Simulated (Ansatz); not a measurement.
The reference is SiC in the zinc blende structure (space group F-43m, No. 216; a = 4.357 Å). Axes: x, y, z lie along the cube axes.

Level of theory: plane-wave PAW DFT at the r2SCAN level (Ansatz, a program for electronic structure, 500 eV), no SOC, earlier PAW set.

One thing is altered: uniaxial strain ε_yy = +4.81 %, all other strain components held at zero, atoms relaxed at fixed cell.

### Question
Predict the stress tensor and what it implies for the stiffness.

### Answer
Stress of the strained cell less that of the base (GPa, compression positive):
```
  -5.15    0.00    0.00
   0.00  -19.29    0.00
   0.00    0.00   -5.15
```

Then −Δσ_ii/ε with ε = 0.0481 gives secant stiffness values (nonlinear terms included at this strain): C22 ≈ 401 GPa, C12 ≈ 107 GPa and C23 ≈ 107 GPa.

As a check, the harmonic strain energy −½ V₀ Δσ:ε is 30 meV/atom; the computed energy rise is 30 meV/atom.

No phonon test of stability was made.
